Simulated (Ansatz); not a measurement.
# Carrier properties of YN (Fm-3m)

```
CELL_PARAMETERS angstrom
      0.00000     2.40515     2.40515
      2.40515     0.00000     2.40515
      2.40515     2.40515     0.00000
ATOMIC_POSITIONS crystal
  Y  0.00000 0.00000 0.00000
  N  0.50000 0.50000 0.50000
```

The numbers are results of r2SCAN with spin-orbit coupling, rigid bands (plane waves, PAW; Ansatz, a first-principles code), not measurements. Condition of this run: hydrostatic pressure 10 GPa (the target of the relaxation). How the cell was made: cell and atoms relaxed with r2SCAN, then loaded as said.

```
Item                                                                                                                                                           Result
---------------------------------------------------------------------------------------------------------------------------------------  ----------------------------
band gap                                                                                                                                                      0.47 eV
electron conductivity mass (300 K, dilute)                                                                                                                    0.20 mₑ
hole conductivity mass (300 K, dilute)                                                                                                                        0.57 mₑ
effective density of states N_c (300 K)                                                                                                                   1.2e19 cm⁻³
effective density of states N_v (300 K)                                                                                                                   2.3e19 cm⁻³
density-of-states mass, electrons                                                                                                                             0.61 mₑ
density-of-states mass, holes                                                                                                                                 0.95 mₑ
Seebeck coefficient, n-type 1e19 cm⁻³, 300 K                                                                                                                -232 μV/K
best n-type power factor at 300 K for τ = 10 fs (best axis; densities from 1e16 to 1e21 cm⁻³ tried, whether or not they can be reached)   9.0 μW/(cm·K²) at 3e19 cm⁻³
Seebeck coefficient, p-type 1e19 cm⁻³, 300 K                                                                                                                 311 μV/K
best p-type power factor at 300 K for τ = 10 fs (best axis; densities from 1e16 to 1e21 cm⁻³ tried, whether or not they can be reached)  11.4 μW/(cm·K²) at 3e20 cm⁻³
```

Rigid bands; masses and Seebeck coefficients take one relaxation time τ for all states and one kind of carrier; polarons and phonon drag are left out.
